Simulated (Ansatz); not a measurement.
The starting structures come from a database of crystals and need not be the phases stable at ambient conditions.

Tunnelling through a barrier is set by its complex band structure: the current falls as exp(−2κd) with the smallest κ.

```
Rb3ZnH5
1.0
    7.84483     0.00000     0.00000
    3.92241     7.00609     0.00000
    0.00000     4.39199     6.50014
Rb Zn H
6 2 10
Direct
  0.82020   0.00000   0.67980
  0.17980   0.00000   0.32020
  0.32020   0.00000   0.82020
  0.67980   0.00000   0.17980
  0.25000   0.50000   0.25000
  0.75000   0.50000   0.75000
  0.25000   0.50000   0.75000
  0.75000   0.50000   0.25000
  0.21418   0.33170   0.95412
  0.78582   0.66830   0.04588
  0.71418   0.33170   0.21418
  0.28582   0.66830   0.78582
  0.45412   0.33170   0.71418
  0.54588   0.66830   0.28582
  0.95412   0.33170   0.45412
  0.04588   0.66830   0.54588
  0.50000   0.00000   0.50000
  0.00000   0.00000   0.00000
```

Space group of this cell: I4/mcm. The cell is taken as given.

Transport runs along the normal of the first two printed cell vectors, the (101) plane of the conventional cell.

No gap correction and no spin-orbit coupling; mid-gap values are interpolated between computed energies.

**Question.** Compute, with r2SCAN (Ansatz, a program for electronic structure), the band gap and the smallest decay constant κ at mid-gap.

**Answer.** Gap 3.77 eV on a 6×6×6 mesh; κ = 0.352 1/Å, at the zone centre.
